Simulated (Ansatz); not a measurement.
Take GaN in the wurtzite structure (space group P6_3mc, No. 186; a = 3.183 Å, c = 5.184 Å) as the base. Axes: x lies along a and z along c of the hexagonal cell.

Method: r2SCAN (Ansatz, a first-principles code), scalar-relativistic without spin-orbit coupling.

Strains are applied to the cell and any free atomic positions relax; under stress the whole cell relaxes.

One change was made to it. Results:

The valence-band top at Γ (three highest levels, from the VBM) becomes 0.00, 0.00, -0.07 eV (base: 0.00, 0.00, -0.04 eV); the volume per atom grows by 0.04 Å³ (11.37 Å³ → 11.41 Å³); the band gap decreases by 0.05 eV, from 2.35 eV to 2.30 eV.

Task: What was done to the base?
(A) uniaxial stress, 2 GPa tension along z
(B) uniaxial strain ε_xx = −5.74 %
(C) strain tensor (xx, yy, zz, yz, xz, xy) = (+1.19, −0.37, +0.09, +0.14, −0.43, −0.82) %

Result: A, uniaxial stress, 2 GPa tension along z. For comparison, the band gap in the other runs: strain tensor (xx, yy, zz, yz, xz, xy) = (+1.19, −0.37, +0.09, +0.14, −0.43, −0.82) % gives 2.23 eV; uniaxial strain ε_xx = −5.74 % gives 2.37 eV.

Stability under load was not tested beyond the relaxation.
